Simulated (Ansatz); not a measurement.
Crystal: VBiO4 (I4_1/a, 12 atoms a cell, 12.7 Å³ an atom); planes in its conventional cell.

Method: r2SCAN (plane waves, PAW; Ansatz, a quantum-chemistry and plane-wave program).

The gap is the functional's own. No spin-orbit coupling. Mid-gap values are interpolated on the energy grid.

```csv
plane,area of the cell (Å²),mid-gap κ (1/Å),largest κ in the gap (1/Å)
(001),26.2,0.39,0.39
(110),42.0,…,…
```

Task: The slowest decay depends on the direction. Supply the withheld values.

Result: 
- (110), mid-gap κ (1/Å): 0.31
- (110), largest κ in the gap (1/Å): 0.31
